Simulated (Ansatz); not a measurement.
```cif
data_S4Zn4
_chemical_formula_sum 'S4 Zn4'
_space_group_name_H-M_alt 'F-43m'
_space_group_IT_number 216
_space_group_name_Hall 'F -4 2 3'
_cell_length_a 5.29671
_cell_length_b 5.29671
_cell_length_c 5.29671
_cell_angle_alpha 90.000
_cell_angle_beta 90.000
_cell_angle_gamma 90.000
loop_
_atom_site_label
_atom_site_type_symbol
_atom_site_symmetry_multiplicity
_atom_site_Wyckoff_symbol
_atom_site_fract_x
_atom_site_fract_y
_atom_site_fract_z
_atom_site_occupancy
S1 S 4 d 0.75000 0.75000 0.75000 1
Zn1 Zn 4 a 0.00000 0.00000 0.00000 1
```
(The calculation used a cell of 2 atoms; values per cell refer to that cell.)

Another polymorph of this substance is known too; which is more stable was not tested here. The cell is fixed at its relaxed static size. Melting and transitions to other phases are not modelled. An odd repeat of the supercell leaves out some zone-boundary points, where instabilities often lie.

Is this phase dynamically stable in the harmonic approximation, and at 300, 600 K by the stochastic self-consistent harmonic approximation in a 3×3×3 supercell, DFT at the LDA level (Ansatz, a quantum-chemistry and plane-wave program)? Give the softest mode in each case.

Harmonic: softest mode 66 cm⁻¹ at q = (0.00, 0.00, 0.33), so stable at the wave vectors of the supercell. 300 K: stable, softest second derivative of the free energy 64 cm⁻¹ (error under 1) at q = (0.00, 0.00, 0.33), at 0.5 GPa in this cell. 600 K: stable, softest second derivative of the free energy 63 cm⁻¹ (error under 1) at q = (0.00, 0.00, 0.33), at 1.1 GPa in this cell. The verdict is statistical, holds for these wave vectors and this fixed cell alone, and errs towards stability where frames are few. Wave vectors are fractions of the primitive cell's reciprocal vectors.
